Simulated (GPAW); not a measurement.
## Worked example: self-consistent single point of CaSe (Fm-3m, 2 atoms in the cell) in GPAW

Level of theory: PBE, GPAW PAW datasets PBE (gpaw-data 1.0.1) (plane waves; GPAW).

The input file:

```python
from ase import Atoms
from ase.units import GPa
from gpaw import GPAW, PW, FermiDirac

atoms = Atoms(['Ca', 'Se'],
              cell=[[0.000000, 2.960000, 2.960000],
                    [2.960000, 0.000000, 2.960000],
                    [2.960000, 2.960000, 0.000000]],
              positions=[[0.000000, 0.000000, 0.000000],
                         [2.960000, 2.960000, 2.960000]],
              pbc=True)

calc = GPAW(mode=PW(550),
            xc='PBE',
            kpts=(5, 5, 5),
            occupations=FermiDirac(0.02),
            nbands=-6,
            convergence={'density': 1e-05, 'energy': 1e-05, 'bands': -4},
            symmetry={'symmorphic': False, 'tolerance': 0.0005},
            maxiter=120,
            txt='-')

atoms.calc = calc

energy = atoms.get_potential_energy()
print('Energy (eV):', round(energy, 6))
forces = atoms.get_forces()
print('Forces (eV/Ang):')
print(forces.round(5))
stress = atoms.get_stress()
print('Stress (GPa, Voigt):', (stress / GPa).round(4))
```

Output, abridged:

```
Input parameters:
  convergence: {bands: -4,
                density: 1e-05,
                energy: 1e-05}
  kpts: [5 5 5]
  maxiter: 120
  mode: {ecut: 550.0,
         name: pw}
  nbands: -6
  occupations: {fixmagmom: False,
                name: fermi-dirac,
                width: 0.02}
  symmetry: {symmorphic: False,
             tolerance: 0.0005}
  xc: PBE

species:
  Ca:
    name: Calcium
    Z: 20.0
    valence: 10
    core: 10
    charge: 0.0
    file: Ca.PBE.gz

    # Using partial waves for Ca as LCAO basis

  Se:
    name: Selenium
    Z: 34.0
    valence: 6
    core: 28
    charge: 0.0
    file: Se.PBE.gz

    # Using partial waves for Se as LCAO basis

Reference energy: -84614.401363  # eV

Spin-paired calculation

Convergence criteria:
 Maximum [total energy] change in last 3 cyles: 1e-05 eV / valence electron
 Maximum integral of absolute [dens]ity change: 1e-05 electrons / valence electron
 Maximum integral of absolute [eigenst]ate change: 4e-08 eV^2 / valence electron
 Maximum number of scf [iter]ations: 120

Symmetries present (total): 48
Symmetries with fractional translations: 0
125 k-points: 5 x 5 x 5 Monkhorst-Pack grid
10 k-points in the irreducible part of the Brillouin zone
       k-points in crystal coordinates                weights
   0:     0.00000000    0.00000000    0.00000000          1/125
   1:     0.20000000    0.20000000    0.00000000          6/125
   2:     0.20000000    0.20000000    0.20000000          8/125
   [... 7 lines left out ...]

Wave functions: Plane wave expansion
  Cutoff energy: 550.000 eV
  Number of coefficients (min, max): 1471, 1532
  Pulay-stress correction: 0.000000 eV/Ang^3 (de/decut=0.000000)

Occupation numbers: Fermi-Dirac:
  width: 0.0200  # eV

Eigensolver

Densities:
  Coarse grid: 24*24*24 grid
  Fine grid: 48*48*48 grid
  Total Charge: 0.000000

Density mixing:
  Method: separate
  Backend: pulay
  Linear mixing parameter: 0.05
  old densities: 5
  Damping of long wavelength oscillations: 50

Hamiltonian:
  XC and Coulomb potentials evaluated on a 48*48*48 grid
  External potential:
    NoExternalPotential

XC parameters: PBE with 2 nearest neighbor stencil

Number of atoms: 2
Number of atomic orbitals: 9
Number of bands in calculation: 14
Number of valence electrons: 16
Bands to converge: 10

Density initialized from atomic densities
  9 bands from LCAO basis set
  5 bands from random numbers

Atomic positions and initial magnetic moments

Positions:
   0 Ca     0.000000    0.000000    0.000000    ( 0.0000,  0.0000,  0.0000)
   1 Se     2.960000    2.960000    2.960000    ( 0.0000,  0.0000,  0.0000)

Unit cell:
           periodic     x           y           z      points  spacing
  1. axis:    yes    0.000000    2.960000    2.960000    24     0.1424
  2. axis:    yes    2.960000    0.000000    2.960000    24     0.1424
  3. axis:    yes    2.960000    2.960000    0.000000    24     0.1424

  Lengths:   4.186072   4.186072   4.186072
  Angles:   60.000000  60.000000  60.000000

Effective grid spacing dv^(1/3) = 0.1554

     iter     time        total  log10-change:
                         energy   eigst   dens
iter:   1 --:--:--    -9.533150   +1.50
iter:   2 --:--:--    -9.589549   +0.29  -1.21
iter:   3 --:--:--    -9.542373   -0.17  -1.24
iter:   4 --:--:--    -9.555574   -0.44  -1.47
iter:   5 --:--:--    -9.569846   -1.09  -1.65
iter:   6 --:--:--    -9.563910   -1.54  -2.27
iter:   7 --:--:--    -9.563723   -2.08  -2.98
iter:   8 --:--:--    -9.563646   -2.56  -2.80
iter:   9 --:--:--    -9.563595c  -2.76  -3.14
iter:  10 --:--:--    -9.563597c  -1.67  -3.56
iter:  11 --:--:--    -9.563597c  -2.25  -3.54
iter:  12 --:--:--    -9.563597c  -2.78  -3.57
iter:  13 --:--:--    -9.563597c  -3.31  -4.26
iter:  14 --:--:--    -9.563597c  -4.05  -4.95
iter:  15 --:--:--    -9.563597c  -4.61  -4.96
iter:  16 --:--:--    -9.563597c  -5.05  -4.97
iter:  17 --:--:--    -9.563597c  -5.81  -4.97
iter:  18 --:--:--    -9.563597c  -6.32  -4.99
iter:  19 --:--:--    -9.563597c  -6.81  -5.06c
iter:  20 --:--:--    -9.563597c  -7.58c -5.19c

Converged after 20 iterations.

Dipole moment: (-0.000000, -0.000000, -0.000000) |e|*Ang

Energy contributions relative to reference atoms: (reference = -84614.401363)

Kinetic:        +13.198480
Potential:      -10.773634
External:        +0.000000
XC:             -11.413175
Entropy (-ST):   -0.000000
Local:           -0.575268
SIC:             +0.000000
--------------------------
Free energy:     -9.563597
Extrapolated:    -9.563597

Showing only first 2 kpts
 Kpt  Band  Eigenvalues  Occupancy
  0     6      4.46640    2.00000
  0     7      4.46640    2.00000
  0     8      7.80632    0.00000
  0     9      8.17983    0.00000

  1     6      4.00196    2.00000
  1     7      4.00196    2.00000
  1     8      7.46657    0.00000
  1     9      8.69237    0.00000

Fermi level: 5.70311

Gap: 2.170 eV
Transition (v -> c):
  (s=0, k=0, n=7, [0.00, 0.00, 0.00]) -> (s=0, k=7, n=8, [0.40, 0.40, 0.00])
Direct/indirect transitions are different
Direct gap: 3.054 eV
Transition at: (s=0, k=7, n=7, [0.40, 0.40, 0.00])
Energy (eV): -9.563597

Forces in eV/Ang:
  0 Ca    0.00000    0.00000    0.00000
  1 Se    0.00000    0.00000   -0.00000

Stress tensor:
    -0.007388     0.000000     0.000000
     0.000000    -0.007388    -0.000000
     0.000000    -0.000000    -0.007388
Stress (GPa, Voigt): [-1.1837 -1.1837 -1.1837 -0.      0.      0.    ]
```

The run converged in 20 iterations. GPAW prints stress with tension positive.

The starting cell has typed, rounded lattice constants, without a prior relaxation at this level. Another mesh or the band path of this cell gives a smaller gap, so this value is not converged in the mesh.
